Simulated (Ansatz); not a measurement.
Start from GaN (space group Pm-3n, No. 223; a = 5.513 Å; a hypothetical phase, not in the database extracts checked).

All numbers come from Ansatz (a quantum-chemistry and plane-wave program), PBEsol, PAW, cutoff 420 eV, no spin-orbit coupling.

Before the change:

- Volume per atom = 13.96 Å³
- Electron mass = 0.20 mₑ (at Γ)
- Width of the top valence band = 1.58 eV

The change: a hydrostatic pressure of 5 GPa.

**Question.** Predict the new volume per atom, electron mass and width of the top valence band.

**Answer.** The volume per atom shrinks by 0.43 Å³ (13.96 Å³ → 13.53 Å³); the electron mass becomes 0.22 mₑ (at Γ) (base: 0.20 mₑ (at Γ)); the width of the top valence band increases by 0.08 eV, from 1.58 eV to 1.66 eV.

The levels and masses belong to the bands next to the band gap. Load acts through the strain it causes; cell and atoms are relaxed under it. Masses are band curvatures over ±0.01 Å⁻¹ around the edge. Whether these cells are dynamically stable was not tested. Competing high-pressure phases were not computed.
